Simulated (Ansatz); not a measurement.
Input and output of a relaxation of cell and atoms for Zr2Sn (P-62m, 6 atoms in the cell) (Ansatz, a quantum-chemistry and plane-wave program).

Method: PBEsol, default PAW files made with PBE (plane waves; Ansatz).

```xyz
6
Lattice="5.6512 0.0000 0.0000 -2.8256 4.8941 0.0000 0.0000 0.0000 4.9524" Properties=species:S:1:pos:R:3 pbc="T T T"
Zr     1.8341     3.1767     2.4762
Zr    -0.9915     1.7174     2.4762
Zr     1.9831     0.0000     2.4762
Zr     0.0000     0.0000     0.0000
Sn     2.8256     1.6314     0.0000
Sn     0.0000     3.2627     0.0000
```

Reference input (self-consistent single point, DFT, PBEsol, plane waves, default PAW files made with PBE): basis.ecutwfc = 420 eV; kpoints.mp_grid.grid = 9 9 9; hamiltonian.xc = pbesol; hamiltonian.pseudopotentials = {kind: paw} (the program's default PAW files); scf.occupations.method = gaussian; scf.occupations.width = 0.2 eV. This run's input differs from it in these lines:

```diff
@@ -25,2 +25,4 @@
     width: 0.2 eV
+relax:
+  cell: {}
 output:
```

Output, abridged:

```
   [... SCF lines of the steps left out ...]
relax step   1: F+E_penalty+E_count = -28416.35463916 eV  Δ(F+E_penalty+E_count) = +0.000e0 eV  max|allowed force component| = 5.182e-2 eV/Å  Δτ_max = 0.0000 Å  P = -4.051 GPa  Ω = 136.970 Å³  (7 SCF iters, dr2 threshold 1.00e-7 eV, accepted)
relax step   2: F+E_penalty+E_count = -28416.25827730 eV  Δ(F+E_penalty+E_count) = +9.636e-2 eV  max|allowed force component| = 6.630e-2 eV/Å  Δτ_max = 0.0052 Å  P = +7.523 GPa  Ω = 123.550 Å³  energy of the carried Pulay correction = +2.276e-3 eV  [...]
   [... lines left out ...]
relax step   6: F+E_penalty+E_count = -28416.43191207 eV  Δ(F+E_penalty+E_count) = -2.972e-5 eV  max|allowed force component| = 5.988e-4 eV/Å  Δτ_max = 0.0027 Å  P = +0.000 GPa  Ω = 131.406 Å³  energy of the carried Pulay correction = +9.159e-4 eV  [...]
relax step   7: F+E_penalty+E_count = -28416.43102004 eV  Δ(F+E_penalty+E_count) = +8.920e-4 eV  max|allowed force component| = 6.093e-4 eV/Å  Δτ_max = 0.0000 Å  P = -0.000 GPa  Ω = 131.406 Å³  stress off target by 6.35e-3 GPa  SCF on the basis [...]
basis re-selected at this cell: Δ(F+E_penalty+E_count) = +8.920e-4 eV, ΔP = -0.001 GPa vs the last step
the relaxation is at rest under the 12 symmetry operations that the run kept from its start: a minimum is not shown …
Free energy (F): -28416.431020 eV
Internal energy: -28416.308612 eV  (E = F + TS)
E sigma→0 (E₀):  -28416.369816 eV
Entropy (-TS):   -0.122408 eV (-20.401 meV/atom)
Fermi energy:    14.509981 eV
--- Forces (eV/Å), atoms counted from 1 ---
  atom   1  Zr     0.00030463     0.00052763     0.00000000
   [... lines left out ...]
  cell:  # Å, volume = 131.4060 Å³
   [... lines left out ...]
    - { symbol: Zr, position: [0.0, 0.3527552096337957, 0.5] }
    - { symbol: Zr, position: [0.3527552096337957, -2.953771873683861e-20, 0.5] }
    - { symbol: Zr, position: [-5.3139481562331935e-20, -2.953771873683859e-20, 0.0] }
    - { symbol: Sn, position: [0.6666666666666667, 0.33333333333333337, 0.0] }
    - { symbol: Sn, position: [0.33333333333333337, 0.6666666666666667, 0.0] }
```

The run converged. 

Summary of the result:
```
Quantity                                                                                                                Result
-----------------------------------------------  -----------------------------------------------------------------------------
Free energy E − TS (on the zero of these files)                                                                 -28416.4310 eV
Fermi level (on the code's own zero)                                                                                  14.51 eV
Pressure                                                                                                              0.00 GPa
Final cell                                       a = 5.5488 Å, b = 5.5488 Å, c = 4.9282 Å, α = 90.00°, β = 90.00°, γ = 120.00°
Final volume per atom                                                                                                 21.90 Å³
Relaxation steps                                                                                                             7
```

The starting cell comes from a database of computed structures (which also holds hypothetical and non-ambient phases and stackings), without a prior relaxation at this level. The relaxation keeps the symmetry of its start, so its end need not be a minimum. Ansatz's pressure includes its estimate of the finite-basis (Pulay) stress.

Cost on one core of a shared machine: roughly 5 min.

Keys are those of Ansatz 0.2.
